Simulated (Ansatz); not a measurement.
Consider a 12-atom supercell of Li in the bcc (W type) structure (space group Im-3m, No. 229) at its relaxed geometry.

```yaml
crystal:
  lattice:
    - [-3.47628, 3.47628, 3.47628]
    - [3.47628, -3.47628, 3.47628]
    - [5.21442, 5.21442, -1.73814]
  atoms:
    - { symbol: Li, position: [0.00000, 0.00000, 0.00000] }
    - { symbol: Li, position: [0.00000, 0.50000, 0.00000] }
    - { symbol: Li, position: [0.50000, 0.00000, 0.00000] }
    - { symbol: Li, position: [0.50000, 0.50000, 0.00000] }
    - { symbol: Li, position: [0.33333, 0.33333, 0.33333] }
    - { symbol: Li, position: [0.16667, 0.16667, 0.66667] }
    - { symbol: Li, position: [0.33333, 0.83333, 0.33333] }
    - { symbol: Li, position: [0.16667, 0.66667, 0.66667] }
    - { symbol: Li, position: [0.83333, 0.33333, 0.33333] }
    - { symbol: Li, position: [0.66667, 0.16667, 0.66667] }
    - { symbol: Li, position: [0.83333, 0.83333, 0.33333] }
    - { symbol: Li, position: [0.66667, 0.66667, 0.66667] }
```

Method: r2SCAN in Ansatz (plane waves to 500 eV, PAW, no spin-orbit coupling), earlier PAW set.

Base values:

The pressure is 0.0 GPa.

It is then changed as follows: one Li atom is added in an open site, starting 1.76 Å from the nearest host atom, atoms relaxed at fixed cell, starting from a slightly rattled geometry.

Task: Estimate the effect on the pressure.

Result: The pressure goes from zero to 1.3 GPa.

Task: What does the calculation give for the largest displacement of a host atom from its site in the perfect cell after the change?

Result: The largest displacement of a host atom from its site in the perfect cell comes out as 1.02 Å.

Task: What does the calculation give for the final site of the added atom after the change?

Result: The final site of the added atom comes out as 10 Li at 2.50–3.44 Å.

In so small a cell the defect repeats every few ångströms: this is an ordered compound, not a dilute defect. The defect cell is not spin-polarised.

Ansatz is a first-principles code.
